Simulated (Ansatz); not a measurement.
BBi (model structure, started from the zincblende type, F-43m, No. 216, 2 atoms in the cell) was calculated with LDA (PAW; Ansatz, a program for electronic structure).

Settings: plane-wave cutoff 520 eV, 18×18×18 k mesh, Fermi–Dirac smearing 0.05 eV, scalar-relativistic PAW data made under PBE.

Cell (relaxed at this level):

Space group F-43m (No. 216); a = 5.411 Å, b = 5.411 Å, c = 5.411 Å, α = 90.00°, β = 90.00°, γ = 90.00°

```csv
atom,site,symmetry,x,y,z
Bi,4c,-43m,0.2500,0.2500,0.2500
B,4a,-43m,0.0000,0.0000,0.0000
```
(The calculation used a cell of 2 atoms; values per cell refer to that cell.)

Problem. Give the computed band gap and smallest direct gap on the k points sampled.

Solution. 
band gap: 0.58 eV
smallest direct gap on the k points sampled: 0.66 eV

Note: the relaxation could raise the start's symmetry but not lower it, so the cell can be a saddle point.

Spin–orbit coupling is not included; with these elements it can move the gap by several tenths of an eV or more.

A model structure was made by putting elements into a prototype or built by hand; it is no filed structure, need not be a known phase, and can be a saddle point held by its symmetry.
